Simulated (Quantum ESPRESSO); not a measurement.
A user runs Quantum ESPRESSO on a sheet of SnO (4 atoms in the cell) and asks whether the run is sound. The aim is a self-consistent single point with DFT, PBE, plane waves, PseudoDojo standard norm-conserving (PBE) pseudopotentials.

Cell that was meant: a = 3.7290 Å, b = 3.7290 Å, c = 16.2254 Å, α = 90.00°, β = 90.00°, γ = 90.00°.

Part of the input:

```fortran
    occupations = 'smearing'
    smearing = 'fd'
    degauss = 0.0073499
    tot_charge = 1
/
&ELECTRONS
    conv_thr = 1.0e-11
```

The program printed (abridged):

```
     Message from routine setup:
     using ibrav=0 with symmetry is DISCOURAGED, use correct ibrav instead
     G-vector sticks info
   [... lines left out ...]
        k(    3) = (   0.0000000   0.4000000   0.0000000), wk =   0.3200000
        k(    4) = (   0.2000000   0.2000000   0.0000000), wk =   0.3200000
        k(    5) = (   0.2000000   0.4000000   0.0000000), wk =   0.6400000
        k(    6) = (   0.4000000   0.4000000   0.0000000), wk =   0.3200000

     Dense  grid:   161371 G-vectors     FFT dimensions: (  48,  48, 180)

     Initial potential from superposition of free atoms

     starting charge      39.9969, renormalised to      39.0000

     negative rho (up, down):  8.902E-06 0.000E+00
     Self-consistent Calculation

     iteration #  1     ecut=    85.00 Ry     beta= 0.30

     total energy              =    -380.64414222 Ry
     estimated scf accuracy    <       3.24711903 Ry

     iteration #  2     ecut=    85.00 Ry     beta= 0.30

     total energy              =    -381.24157510 Ry
     estimated scf accuracy    <       0.13893034 Ry

     iteration #  3     ecut=    85.00 Ry     beta= 0.30

     total energy              =    -381.23106907 Ry
     estimated scf accuracy    <       0.04793845 Ry

   [... 11 blocks of this kind left out ...]

     iteration # 15     ecut=    85.00 Ry     beta= 0.30

     total energy              =    -381.24161561 Ry
     estimated scf accuracy    <          5.2E-10 Ry

     iteration # 16     ecut=    85.00 Ry     beta= 0.30
     End of self-consistent calculation

     the Fermi energy is    -7.0448 ev

!    total energy              =    -381.24161561 Ry
     estimated scf accuracy    <          3.2E-12 Ry
     smearing contrib. (-TS)   =      -0.00781475 Ry
     internal energy E=F+TS    =    -381.23380086 Ry

     convergence has been achieved in  16 iterations

     Forces acting on atoms (cartesian axes, Ry/au):

     atom    1 type  1   force =     0.00000000    0.00000000    0.09019213
     atom    2 type  1   force =     0.00000000    0.00000000   -0.09019213
     atom    3 type  2   force =     0.00000000    0.00000000    0.00000000
     atom    4 type  2   force =     0.00000000    0.00000000    0.00000000

     Total force =     0.127551     Total SCF correction =     0.000008

          total   stress  (Ry/bohr**3)                   (kbar)     P=        5.07
   0.00020391   0.00000000   0.00000000           30.00        0.00        0.00
   0.00000000   0.00020391   0.00000000            0.00       30.00        0.00
   0.00000000   0.00000000  -0.00030438            0.00        0.00      -44.78

   JOB DONE.
```

### Question
Is anything amiss in this input, and did it matter?

### Answer
The run is not sound. The fault is an unintended net charge. A charged periodic cell changes the electron count and is neutralised by a uniform background, so energy, forces and pressure belong to another system. To fix it, remove the charge. The run converged in 16 iterations without an error; against the sound input the largest force goes from 2.060 to 2.319 eV/Å and no clean gap remains on the mesh (levels overlap or are partly filled), against 3.04 eV before.

The sound input it was made from differs as follows (other fixes are possible):
```diff
-    tot_charge = 1
```

With that input, the run converged in 16 iterations: free energy E − TS -5190.8334 eV; top of the valence band (on the code's own zero) -0.96 eV; gap on the k-point mesh 3.04 eV; pressure averaged over the cell with its vacuum 3.51 GPa; largest force (vector length) 2.060 eV/Å (DFT, PBE, plane waves, PseudoDojo standard norm-conserving (PBE) pseudopotentials).

On the sound input: the starting cell was generated: these elements placed on a structure prototype, without a prior relaxation; it need not be a known phase or ordering of this composition. Forces in this geometry exceed 1 eV/Å.
